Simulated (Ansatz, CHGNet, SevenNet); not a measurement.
## How the c axis length of SiO2 (model structure, started from the 3R-MoS2 type, R3m, No. 160, 3 atoms in the cell) moves with the method

No measured value is used here.

```tsv
level (code)	value (Å)
CHGNet 0.3.0	15.790
SevenNet-0	15.603
PBEsol (Ansatz)	17.323
r²SCAN (Ansatz)	(withheld)
```

Question: Some entries are withheld; supply them.

Answer: 
- r²SCAN (Ansatz, a first-principles code), value (Å): 15.432

CHGNet 0.3.0, SevenNet-0: the cell moved over 20 % in volume from its start. Cutoffs differ between the levels. Ansatz's density-functional and Hartree–Fock values are scalar-relativistic unless marked +SOC, with PAW data made under PBE.

Machine-learned potentials (CHGNet 0.3.0, SevenNet-0) are trained on DFT data: a solid inside that data is no test of them.

A model structure was made by putting elements into a prototype or built by hand; it is no filed structure, need not be a known phase, and can be a saddle point held by its symmetry.
